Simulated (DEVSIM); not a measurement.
Device: abrupt Ge n-p junction, at 250 K.

Layer 1 from the left is Ge, thickness (μm) 0.740, Nd (cm⁻³) 2.4e17, τn (s) 7.2e-7, τp (s) 7.2e-7. Layer 2 from the left is Ge, thickness (μm) 0.280, Na (cm⁻³) 2.6e15, τn (s) 7.2e-7, τp (s) 7.2e-7.

Left contact: ohmic. Right contact: ohmic. Voltage is applied to the left contact. Recombination: SRH at mid-gap, radiative, Auger. Mobility is μmin + (μ − μmin)/(1 + (N/Nref)^α).

Constants are typed, rounded textbook-type inputs, not results; the design itself was drawn at random and stands for no fabricated device. Values at 300 K; Nc and Nv go as T^1.5, mobilities as T to minus their exponent, the gap by Varshni's rule with the affinity fixed.

Ge: gap (eV) 0.664, affinity (eV) 4, permittivity 16, Nc (cm⁻³) 1.04e19, Nv (cm⁻³) 6e18, μn (cm²/Vs) 3900, μp (cm²/Vs) 1900, μn,min 150, μp,min 100, Nref,n 2.6e17, Nref,p 4e17, αn 0.56, αp 0.6, T exponent of μn 1.66, T exponent of μp 2.33, B (cm³/s) 6.4e-14, Cn (cm⁶/s) 1e-31, Cp (cm⁶/s) 1e-31, Varshni α (eV/K) 0.000477, Varshni β (K) 235.

Model (solved in DEVSIM): 1D drift-diffusion, Boltzmann statistics, complete ionisation; no tunnelling, impact ionisation, image-force lowering or self-heating.

Question: What does the simulation give for the largest field in the device at zero bias, the dark forward voltage at 1 A/cm²?

Answer: largest field in the device at zero bias 26000 V/cm; dark forward voltage at 1 A/cm² 0.145 V.
